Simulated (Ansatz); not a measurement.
We look at the energy of the reaction as written. Reaction: cell B → cell A. Negative: the products are lower in energy.

Cell A: a sheet of composition Li2F2, 4 atoms, hexagonal cell of 3.20 Å (8.9 Å²), symmetry P-3m1 within 0.02 Å, 2.2 Å thick under 16 Å of vacuum, in-plane vectors relaxed; planes from bottom to top: LiF × 2; a model cell; spin state with PBE: run without spin, k-point mesh 12×12×1.
```yaml
crystal:
  lattice:
    - [3.20245, 0.00000, 0.00000]
    - [-1.60122, 2.77340, 0.00000]
    - [0.00000, 0.00000, 18.25720]
  atoms:
    - { symbol: Li, position: [0.33333, 0.66667, 0.44598] }
    - { symbol: F, position: [0.66667, 0.33333, 0.44093] }
    - { symbol: F, position: [0.33333, 0.66667, 0.55907] }
    - { symbol: Li, position: [0.66667, 0.33333, 0.55402] }
```

Cell B: a sheet of composition Li2F2 laid out as a (100) plane of LiF (rock salt, Fm-3m), 4 atoms, square cell of 2.88 Å (8.3 Å²), symmetry P4/nmm within 0.02 Å, 2.1 Å thick under 16 Å of vacuum, in-plane vectors held at the crystal's; planes from bottom to top: LiF × 2; all atoms within 0.5 Å of the crystal's sites, in a cell too small to show a reconstruction; a model cell; spin state with PBE: run without spin, k-point mesh 10×10×1.
```yaml
crystal:
  lattice:
    - [2.87604, 0.00000, 0.00000]
    - [0.00000, 2.87604, 0.00000]
    - [0.00000, 0.00000, 18.06464]
  atoms:
    - { symbol: Li, position: [0.00000, 0.00000, 0.44719] }
    - { symbol: F, position: [0.50000, 0.50000, 0.44259] }
    - { symbol: F, position: [0.00000, 0.00000, 0.55741] }
    - { symbol: Li, position: [0.50000, 0.50000, 0.55281] }
```

Computed with Ansatz (plane waves, PAW), its PAW set soft_1, cutoff 420 eV. The structures are at rest with PBE, within the held lattices; other levels are single points on them. HSE06 runs on coarser k-point meshes, mended by the PBE difference between the two meshes. Neutral cells; Fermi-Dirac smearing of at most 0.05 eV in the solids, energies taken to zero width. The lattices are those relaxed with PBE or held as stated, so at other levels the solids can be strained, which adds to the spread. A dispersion term (D3(BJ), or D4 for r2SCAN) was computed beside these levels and is taken off wherever the name lacks it. Space groups of crystals are read within 0.01 Å. No zero-point or thermal terms. The cells' k-point meshes differ in density, so the last digit is unsettled. Cell A has symmetry P-3m1 within 0.02 Å and got no random move, so less symmetric positions, which may lie lower, weren't tried. Cell B has symmetry P4/nmm within 0.02 Å and got no random move, so less symmetric positions, which may lie lower, weren't tried.

Predict the value from PBE.

-0.08 eV, for cell B → cell A.

What do the other levels give, and how wide is the spread?


| Functional | value (eV) | less PBE |
|---|---|---|
| HSE06 | -0.10 | -0.02 |

The levels shown span only 0.02 eV, too little to tell them apart.

Ansatz is a first-principles code.
